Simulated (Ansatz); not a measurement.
The starting structures come from a database of crystals and need not be the phases stable at ambient conditions.

 Where the default PAW files enter, the runs use the earlier of Ansatz's two default sets.

The decay constant κ of evanescent states in the gap governs leakage through a thin film.

Data:

```xyz
13
Lattice="5.2274 0.0000 0.0000 2.6137 6.3817 0.0000 2.6137 1.0705 4.3987" Properties=species:S:1:pos:R:3 pbc="T T T"
Ca     0.0000     0.0000     0.0000
Ca     2.6137     2.7104     0.8934
Ca     7.8411     4.7417     3.5052
P      5.2274     5.4428     1.7815
P      5.2274     2.0093     2.6171
O      3.9721     2.6850     3.1985
O      6.4826     4.7671     1.2001
O      5.2274     2.1709     1.0861
O      5.2274     5.2812     3.3126
O      6.4826     2.6850     3.1985
O      3.9721     4.7671     1.2001
O      2.6137     0.5357     1.4227
O      7.8411     6.9164     2.9760
```

Space group of this cell: R-3m. The cell is taken as given; by r2SCAN its mean pressure is 1.8 GPa.

Transport runs along the normal of the first two printed cell vectors, the (101) plane of the conventional cell.

The gap is the functional's own, uncorrected, and κ follows it; spin-orbit coupling is left out. Mid-gap values are interpolated between the computed energies.

Q: State the band gap and the smallest decay constant κ at mid-gap according to Ansatz (an electronic-structure program) with r2SCAN.

A: Gap 6.33 eV on a 8×8×8 mesh; κ = 0.481 1/Å, at the zone centre.
